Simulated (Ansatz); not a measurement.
The starting structures come from a database of crystals and need not be the phases stable at ambient conditions.

## Evanescent states of Li2ZrTeO6 (R3, not sure to be the ambient phase, 10 atoms a cell, 11.2 Å³ an atom, -6 GPa at this level) along the normal of (001)

Method: PBEsol (plane waves, PAW; Ansatz, an electronic-structure program).

The gap is the functional's own. No spin-orbit coupling. Mid-gap values are interpolated on the energy grid.

Energies count from the valence-band top; κ is the least over a 12×12 mesh across the current.

| E (eV) | κ (1/Å) | where |
|---|---|---|
| 0.07 | 0.151 | off Γ |
| 0.21 | 0.233 | Γ |
| 0.35 | 0.255 | Γ |
| 0.49 | 0.272 | Γ |
| 0.63 | 0.287 | Γ |
| 0.77 | (withheld) | Γ |
| 0.91 | (withheld) | Γ |
| 1.05 | (withheld) | Γ |
| 1.19 | (withheld) | Γ |
| 1.33 | (withheld) | Γ |
| 1.47 | (withheld) | Γ |
| 1.61 | (withheld) | Γ |
| 1.75 | (withheld) | Γ |
| 1.89 | (withheld) | Γ |
| 2.03 | (withheld) | Γ |
| 2.17 | 0.307 | off Γ |
| 2.31 | 0.276 | off Γ |
| 2.45 | 0.237 | off Γ |
| 2.59 | 0.185 | off Γ |
| 2.73 | 0.103 | off Γ |

Question: What belongs in the gaps?

Answer: 
- 0.77, κ (1/Å): 0.299
- 0.91, κ (1/Å): 0.309
- 1.05, κ (1/Å): 0.318
- 1.19, κ (1/Å): 0.324
- 1.33, κ (1/Å): 0.329
- 1.47, κ (1/Å): 0.332
- 1.61, κ (1/Å): 0.334
- 1.75, κ (1/Å): 0.334
- 1.89, κ (1/Å): 0.333
- 2.03, κ (1/Å): 0.330
